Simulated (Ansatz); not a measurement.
Start from PbS in the rock salt structure (space group Fm-3m, No. 225; a = 6.009 Å). Axes: x, y, z lie along the cube axes.

Calculations: Kohn–Sham DFT with the PBE functional, run in Ansatz (a quantum-chemistry and plane-wave program) with PAW and 420 eV plane waves, no SOC.

Now apply this change: the cell is scaled by 1.0050 in all directions; the atoms relax in the strained cell.

Q: Predict the stress tensor and what it implies for the stiffness.

A: Stress of the strained cell less that of the base (GPa, compression positive):
```
  -0.77    0.00    0.00
   0.00   -0.77    0.00
   0.00    0.00   -0.77
```

Then B = −ΔP/(ΔV/V₀) with ΔV/V₀ = 0.0151 gives secant stiffness values (nonlinear terms included at this strain): B ≈ 51 GPa.

Whether these cells are dynamically stable was not tested.
